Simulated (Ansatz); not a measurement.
The reference is CuAu (space group P4/mmm, No. 123; a = 2.882 Å, c = 3.615 Å).

(Cell as relaxed with PBE.)

Levels (all Ansatz, a program for electronic structure, PAW): PBE (420 eV, without spin-orbit coupling); r2SCAN (500 eV, scalar-relativistic without spin-orbit coupling).

Each level relaxes its own structure.

```csv
base,PBE,r2SCAN
volume per atom,15.01 Å³,14.53 Å³
lattice parameter a,2.882 Å,2.861 Å
band gap,zero,zero
```

Modification: a hydrostatic pressure of 50 GPa.

| quantity | PBE | r2SCAN |
|---|---|---|
| shortest interatomic distance | 2.533 Å | ___ |
| c/a ratio | 1.202 | ___ |

Q: Predict the r2SCAN column.

A: 
- shortest interatomic distance, r2SCAN: 2.516 Å
- c/a ratio, r2SCAN: 1.190

PBE's shortest interatomic distance lies 0.017 Å above r2SCAN's (0.7 %); PBE's c/a ratio lies 0.0126 above r2SCAN's. Neither level is exact; r2SCAN is the comparison here, not a measurement.

Load acts through the strain it causes; cell and atoms are relaxed under it. No phonon test of stability was made. Competing high-pressure phases were not computed. The final runs are not spin-polarised.
